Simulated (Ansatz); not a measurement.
Consider Tb in the hcp (Mg type) structure (space group P6_3/mmc, No. 194; a = 3.4628 Å, c = 5.5611 Å; ferromagnetic).

Calculations: PBEsol (Ansatz, a quantum-chemistry and plane-wave program), no spin-orbit coupling.

Before the change:

| Property | Result |
|---|---|
| Volume per atom | 28.87 Å³ |
| c/a ratio | 1.606 |

Now apply this change: La takes the place of Tb on all its sites; the structure is relaxed again.

Tabulated Pauling electronegativity and covalent radius: Tb 1.10, 1.94 Å; La 1.10, 2.07 Å.

Question: How does this affect the volume per atom?

Answer: The volume per atom increases by 5.583 Å³ (28.87 Å³ → 34.46 Å³).

Question: Predict the new c/a ratio.

Answer: The c/a ratio grows by 0.042 (1.606 → 1.648).

Other magnetic orders, which the real material may have, were not ruled out. The 4f electrons are in the valence with no U and their state was not checked, so volumes and moments can be off. No phonon test of stability was made.
